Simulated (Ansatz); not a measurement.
**A computed series for SiC: pressure series**

Start from SiC in the wurtzite structure (space group P6_3mc, No. 186; a = 3.076 Å, c = 5.048 Å).

Cell and atoms are relaxed at each pressure.

Calculations: plane-wave PAW DFT at the PBEsol level (Ansatz, a program for electronic structure, 420 eV), spin-orbit coupling left out.

```tsv
pressure (GPa)	volume per atom (Å³/atom)
-2	10.434
-1	10.387
0	10.340
0.7	?
1.5	10.272
3	10.206
5	10.119
7.5	10.017
10	9.920
```

Fit the third-order Birch–Murnaghan form P(V) = (3B₀/2)[(V₀/V)^(7/3) − (V₀/V)^(5/3)]·[1 + (3/4)(B₀′ − 4)((V₀/V)^(2/3) − 1)] (squares taken in P) to the rows shown and predict the withheld row.

Least squares on the printed values gives V₀ = 10.340 Å³/atom, B₀ = 223 GPa, B₀′ = 3.7; this predicts 10.308 Å³/atom, and the run gives 10.308 Å³/atom, in agreement.

Load acts through the strain it causes; cell and atoms are relaxed under it. Whether these cells are dynamically stable was not tested. No other phases were tried under pressure.
